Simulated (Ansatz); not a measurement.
A user runs Ansatz (an electronic-structure program) on Te3As2 (P-3m1, 5 atoms in the cell) and asks whether the run is sound. The aim is a self-consistent single point with DFT, PBE, plane waves, default PAW files.

Cell that was meant: a = 4.4066 Å, b = 4.4066 Å, c = 6.8661 Å, α = 90.00°, β = 90.00°, γ = 120.00°.

Part of the input:

Ansatz 0.2 input:
```yaml
  pseudopotentials: { kind: paw }
scf:
  occupations: { method: cold, width: 0.01 Ry }
  max_iter: 40
  convergence: { dr2_threshold: 1.0e-22 eV }
output:
  forces: true
  eigenvalues: true
```

Output (repeated stretches shortened):

```
   [... lines left out ...]
Symmetry: 12 space group operations
Space group: P-3m1 (ITA 164), of the structure as read, at distance tolerance 4.9e-5 Å
k-points: 24 of 144
Initial density: superposition of atomic densities (neutral atoms: chi_scale 0, normalization atom), corrected by the library's trained network
Initial wavefunctions: pseudopotential atomic-orbital guess
Eigensolver: davidson
Functional: x = pbe(κ = 0.804, μ = 0.2195149727645171), c = pbe(β = 0.06672455060314922)
SCF iter   1: F=—  HF=-30648.693154 eV  |F-HF|=—  |Δ(HF+E_count)|=         —  Δρ=3.94e-3  dr2=5.10e-2  ethr=1.77e-3  ⟨swp⟩=7.3  Hψ=4488  notcnv=0
all-band conjugate gradients solve this SCF's bands
preconditioner: auto → LDOS
SCF iter   2: F=—  HF=-30648.687416 eV  |F-HF|=—  |Δ(HF+E_count)|=   5.74e-3  S|Δr|=    0.00e0  Δρ=2.61e-3  dr2=2.17e-2  ethr=6.54e-5  ⟨swp⟩=2.4  Hψ=2306  notcnv=0  defer=39
   [... lines left out ...]
SCF iter  18: F=—  HF=-30648.682390 eV  |F-HF|=—  |Δ(HF+E_count)|=  3.64e-12  S|Δr|=    0.00e0  Δρ=6.32e-13  dr2=4.98e-22  ethr=9.19e-19 (applied; sched 1.00e-12)  ⟨swp⟩=1.0  Hψ=1081  notcnv=0  defer=47
SCF iter  19: F=—  HF=-30648.682390 eV  |F-HF|=—  |Δ(HF+E_count)|=  3.64e-12  S|Δr|=    0.00e0  Δρ=3.50e-13  dr2=1.77e-22  ethr=1.00e-12  ⟨swp⟩=6.2  Hψ=2006  notcnv=0
SCF iter  20: F=-30648.682390 eV  HF=-30648.682390 eV  |F-HF|=0.00e0  |Δ(HF+E_count)|=    0.00e0  S|Δr|=    0.00e0  Δρ=1.16e-13  dr2=2.40e-23  ethr=1.00e-12  ⟨swp⟩=1.0  Hψ=1224  notcnv=0
SCF 1 converged in 20 iterations: F = -30648.682390 eV  dr2 = 2.40e-23
Stability not checked (fill_not_monotonic)
Free energy (F): -30648.682390 eV
Internal energy: -30648.677636 eV  (E = F + TS)
E sigma→0 (E₀):  -30648.680805 eV
Entropy (-TS):   -0.004754 eV (-0.951 meV/atom)
Fermi energy:    13.100614 eV
--- Forces (eV/Å), atoms counted from 1 ---
  atom   1  As    -0.00000000     0.00000000    -1.46122234
  atom   2  As     0.00000000    -0.00000000     1.46122234
  atom   3  Te    -0.00000000     0.00000000     0.00000000
   [... lines left out ...]
  atom   5  Te    -0.00000000    -0.00000000    -0.58414685
--- Stress (GPa, compression-positive) ---
       21.055989      -0.000000       0.000000
       -0.000000      21.055989       0.000000
        0.000000       0.000000      19.319907
  P = ⅓ Tr σ = 20.4773 GPa (204.773 kbar)
  The stress holds the Pulay correction. Without it, at fixed plane waves, as pw.x and ABINIT print it: P = 20.4428 GPa
```

Task: Is anything amiss in this input, and did it matter?

Result: The results can be used. The input holds a threshold far tighter than needed, beside a limit on iterations, which can do harm: each further decade of the residual costs iterations, and near the noise of double precision and of the grids the loop may never get there. Here it did none. The run converged in 20 iterations, and against the sound input the free energy stays essentially unchanged (within 1 meV/atom), the pressure stays at 20.48 GPa and the largest force stays at 1.461 eV/Å. It cost iterations: the sound input took 7.

An input that runs soundly differs in these lines (not the only fix; some lines may just follow from the change or write a value another way):
```diff
-  max_iter: 40
-  convergence: { dr2_threshold: 1.0e-22 eV }
```

With that input, the run converged in 7 iterations: free energy E − TS (on the zero of these files) -30648.6824 eV; Fermi level (on the code's own zero) 13.10 eV; pressure 20.48 GPa; largest force (vector length) 1.461 eV/Å (DFT, PBE, plane waves, default PAW files).

On the sound input: the starting cell was generated: these elements placed on a structure prototype, without a prior relaxation; it need not be a known phase or ordering of this composition. Spin-orbit coupling is off. With a pressure of about 20 GPa the cell is away from its equilibrium volume at this level. Forces in this geometry exceed 1 eV/Å. Ansatz's pressure includes its estimate of the finite-basis (Pulay) stress. The run gives no clean gap (levels at the Fermi energy touch, overlap or are partly filled at this smearing), which alone does not show that the compound is a metal.
